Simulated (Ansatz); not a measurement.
Adsorption energy and surface dipole of H on the 1x1 (100) surface of monoclinic HfO2 (cut with top plane 2 O), one in a 1x1 cell, started at the site 'bridge O-O (span 5.2 Å)', worked from the runs' numbers; total energies count from the potentials' own zero.

Host crystal: monoclinic HfO2, with a band gap (PBE, scalar-relativistic without spin-orbit coupling).

These are PBE (plane waves to 420 eV, PAW; Ansatz, a first-principles code) values and carry that method's errors.

Model: 25-atom slab, 9.3 Å thick at the start under the adsorbate (thin: gaps and levels are the slab's own), 4x4x1 mesh, Fermi-Dirac 0.01 eV, dipole correction, 12 atoms held, the rest relaxed; no symmetry held; spin-polarised, no spin-orbit, no U, no dispersion correction. The starting moment vanished. At the end it is bonded to O. In PBE it is, or lies within 0.03 eV of, the lowest of the starts that converged.

| quantity | value |
|---|---|
| slab with the adsorbate | -134902.767 eV |
| clean slab, same cell and mesh | -134887.913 eV |
| reference, ½ H2(g) | -15.872 eV |
| area of the cell | 27.90 Å² |
| change of the step from the bottom to the top vacuum level | -1.500 eV |

Problem. What is the adsorption energy against this reference?

Solution. E(slab + adsorbate) − E(slab) − E(reference) = 1.02 eV, so in this state the adsorbate is less stable than in the reference, at a coverage of 3.58 a nm².

Problem. What dipole does adsorption add to the slab along the outward normal (Helmholtz relation, ε₀ = 0.005526 e/(V·Å))?

Solution. p = −ε₀·A·ΔV = 0.231 e·Å = 1.11 D; its positive end points to the vacuum, which lowers the vacuum level.
